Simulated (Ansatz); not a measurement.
Results of RPBE in Ansatz (plane waves, PAW) for CsCl-type NiAl.

Input file:

Ansatz 0.2 input:
```yaml
crystal:
  lattice:
    - [2.916380849, 0.0, 0.0]
    - [0.0, 2.916380849, 0.0]
    - [0.0, 0.0, 2.916380849]
  atoms:
    - { symbol: Al, position: [0.5, 0.5, 0.5] }
    - { symbol: Ni, position: [0.0, 0.0, 0.0] }
basis:
  ecutwfc: 520
  ecutrho_ratio: 4
  xc_grid: 2
kpoints:
  mp_grid: { grid: [20, 20, 20] }
hamiltonian:
  xc: rpbe
  dispersion: none
  pseudopotentials: { kind: paw }
scf:
  occupations: { method: fermi_dirac, width: 0.05 }
  convergence: { dr2_threshold: 0.0000000002 }
output:
  forces: true
  stress: true
  eigenvalues: true
```

Output (set-up and result lines):

```
Crystal: 2 atoms, lattice volume = 24.805 Å³
Basis set: ecut = 520 eV, 691 PW (Γ), exchange–correlation on 48×48×48 points (8 copies of the dense FFT grid, shifted against one another)
Bands: 15, of which v1, the nominal top of the filled ones, is band 11 counted from 1 (10 counted from 0)
Symmetry: 48 space group operations
Space group: Pm-3m (ITA 221), of the structure as read, at distance tolerance 2.9e-5 Å
k-points: 286 of 8000
Functional: x = rpbe, c = pbe(β = 0.06672455060314922)
SCF iter   1: F=—  HF=-6386.458686 eV  |F-HF|=—  |Δ(HF+E_count)|=         —  Δρ=6.37e-3  dr2=5.24e-3
SCF iter   2: F=—  HF=-6386.458375 eV  |F-HF|=—  |Δ(HF+E_count)|=   3.11e-4  Δρ=3.33e-3  dr2=1.58e-3
  ...
SCF iter   5: F=—  HF=-6386.458284 eV  |F-HF|=—  |Δ(HF+E_count)|=   3.12e-6  Δρ=1.59e-5  dr2=2.87e-8
SCF iter   6: F=-6386.458284 eV  HF=-6386.458284 eV  |F-HF|=9.09e-12  |Δ(HF+E_count)|=   4.83e-9  Δρ=6.87e-7  dr2=5.21e-11
SCF 1 converged in 6 iterations: F = -6386.458284 eV  dr2 = 5.21e-11
SCF converged after 6 iterations
Free energy (F): -6386.458284 eV
Internal energy: -6386.450525 eV  (E = F + TS)
E sigma→0 (E₀):  -6386.454405 eV
Fermi energy:    13.485318 eV
--- Forces (eV/Å), atoms counted from 1 ---
  atom   1  Al     0.00000000    -0.00000000     0.00000000
  atom   2  Ni    -0.00000000     0.00000000    -0.00000000
--- Stress (GPa, compression-positive) ---
       -0.000260       0.000000       0.000000
        0.000000      -0.000260       0.000000
        0.000000       0.000000      -0.000260
  P = ⅓ Tr σ = -0.0003 GPa (-0.003 kbar)
```

The PAW data were made under PBE.

Ansatz is a quantum-chemistry and plane-wave program.
